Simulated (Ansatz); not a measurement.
Consider F-vacancy pair (F on one host O site, one O site vacant) in polar orthorhombic HfO2, charge state +3. The step: F and the vacancy change places (F-vacancy distance between ideal sites 2.73 Å throughout); the atom moves 2.38 Å along (-0.44, 0.10, -0.01) of the unit cell; the moving atom starts with neighbours Hf at 2.20, Hf at 2.26, Hf at 2.34; O at 2.54, 2 O at 2.66, O at 2.70, O at 2.80 Å and ends with Hf at 2.11, Hf at 2.23, Hf at 2.50; O at 2.57, O at 2.71 Å. DFT values are from Ansatz (plane-wave PAW, 420 eV unless said) in a cell of 96 host sites, spin-restricted, static, with no finite-size correction. The host's phase is taken as given; its stability against other phases was not computed. The charge state is imposed; whether it is stable for some Fermi level was not computed. Forms of the defect that were not tried may lie lower. The start lies 0.18 eV above the lowest site run (PBE). For the PBE band: the saddle point's order was not checked.

```json
[
 {"Level": "CHGNet universal potential (has no charge state), its own band", "Forward barrier (eV)": "0.38", "Cost of the band or of the saddle's single point": "-"},
 {"Level": "PBE, the Γ point alone, band relaxed", "Forward barrier (eV)": "0.31", "Cost of the band or of the saddle's single point": "about 50 core-minutes (a rough figure)"},
 {"Level": "PBE, a 2×2×2 k-point mesh shifted by half a step, same geometries", "Forward barrier (eV)": "0.31", "Cost of the band or of the saddle's single point": "about 21 core-minutes (a rough figure)"},
 {"Level": "r2SCAN at 500 eV, the Γ point alone, same geometries", "Forward barrier (eV)": "0.35", "Cost of the band or of the saddle's single point": "around 4 core-minutes (rough)"}
]
```

Ansatz is a first-principles code.
